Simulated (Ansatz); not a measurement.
# BGeCN (model structure, started from the AlSiCN type, P3m1, No. 156, 4 atoms in the cell)

Computed with HSE06+SOC in Ansatz (PAW).

Numerical settings: plane-wave cutoff 460 eV, 9×9×6 k mesh (along the axes of the cell as run), Fermi–Dirac smearing 0.01 eV, PAW data made under PBE.

Cell (relaxed with PBE-D3(BJ)):

```yaml
crystal:
  lattice:
    - [2.95645, 0.00000, 0.00000]
    - [-1.47822, 2.56036, 0.00000]
    - [0.00000, 0.00000, 4.79446]
  atoms:
    - { symbol: B, position: [0.33333, 0.66667, 0.48819] }
    - { symbol: Ge, position: [0.66667, 0.33333, 0.00296] }
    - { symbol: C, position: [0.33333, 0.66667, 0.15730] }
    - { symbol: N, position: [0.66667, 0.33333, 0.60155] }
```

| Item | Value |
|---|---|
| band gap | 3.08 eV (indirect) |
| smallest direct gap on the k points sampled | 3.40 eV |

Note: the relaxation could raise the start's symmetry but not lower it, so the cell can be a saddle point; cell and atoms aren't relaxed at this level (largest force component 0.34 eV/Å, pressure -2.6 GPa).

A model structure was made by putting elements into a prototype or built by hand; it is no filed structure, need not be a known phase, and can be a saddle point held by its symmetry.

Ansatz is an electronic-structure program.
